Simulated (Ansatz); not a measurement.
Reference: GaAs (F-43m), PBEsol, rigid bands (plane waves, PAW, scalar-relativistic; Ansatz, a program for electronic structure); geometry: cell and atoms relaxed with PBEsol.

```yaml
crystal:
  lattice:
    - [0.00000, 2.82935, 2.82935]
    - [2.82935, 0.00000, 2.82935]
    - [2.82935, 2.82935, 0.00000]
  atoms:
    - { symbol: Ga, position: [0.00000, 0.00000, 0.00000] }
    - { symbol: As, position: [0.25000, 0.25000, 0.25000] }
```

The band gap is 0.42 eV, the electron conductivity mass is 0.033 mₑ and the Seebeck coefficient, n-type 1e19 cm⁻³ comes out as -33 μV/K.

Question: Replace Ga by B on the same sites and relax. What happens?

Answer: BAs (F-43m): volume per atom 22.6 to 13.5 Å³; band gap rises (0.42 eV to 1.08 eV); electron conductivity mass rises (0.033 mₑ to 0.30 mₑ); Seebeck coefficient, n-type 1e19 cm⁻³ rises in size (-33 μV/K to -322 μV/K).

Question: Swap As for P, keeping the structure type. How do these values move?

Answer: GaP (F-43m): volume per atom 22.6 to 20.1 Å³; band gap rises (0.42 eV to 1.45 eV); electron conductivity mass rises (0.033 mₑ to 0.34 mₑ); Seebeck coefficient, n-type 1e19 cm⁻³ rises in size (-33 μV/K to -332 μV/K).

Question: Swap Ga for Al, keeping the structure type. How do these values move?

Answer: AlAs (F-43m): volume per atom 22.6 to 22.8 Å³; band gap rises (0.42 eV to 1.34 eV); electron conductivity mass rises (0.033 mₑ to 0.33 mₑ); Seebeck coefficient, n-type 1e19 cm⁻³ rises in size (-33 μV/K to -263 μV/K).

Moves up to 5 % count as about the same. Masses are for dilute carriers at 300 K, harmonic means over directions unless an axis is named. Seebeck coefficients are for the stated density at 300 K, with one relaxation time for all states and whether or not that doping can be reached. Spin-orbit coupling is left out.
